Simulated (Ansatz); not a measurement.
Take Li in the bcc (W type) structure (space group Im-3m, No. 229; a = 3.434 Å; relaxed with 0.1 eV smearing) as the base. Axes: x, y, z lie along the cube axes.

The values are results of PBEsol (Ansatz, a quantum-chemistry and plane-wave program; PAW; 420 eV plane waves; no spin-orbit coupling), not measurements.

Strains are applied to the cell and any free atomic positions relax; under biaxial strain the out-of-plane vector relaxes too.

One change was made to it. Results:

The volume per atom increases by 0.09 Å³ (20.25 Å³ → 20.34 Å³); the energy is nearly the same.

Task: Which of these changes matches the shifts?
A) biaxial strain +2.50 %, plane normal [001], relaxed out of plane
B) biaxial strain +1.50 %, plane normal [001], relaxed out of plane
C) biaxial strain −1.50 %, plane normal [001], relaxed out of plane

Result: B, biaxial strain +1.50 %, plane normal [001], relaxed out of plane. For comparison, the volume per atom in the other runs: biaxial strain +2.50 %, plane normal [001], relaxed out of plane gives 20.45 Å³; biaxial strain −1.50 %, plane normal [001], relaxed out of plane gives 20.23 Å³.

Whether these cells are dynamically stable was not tested.
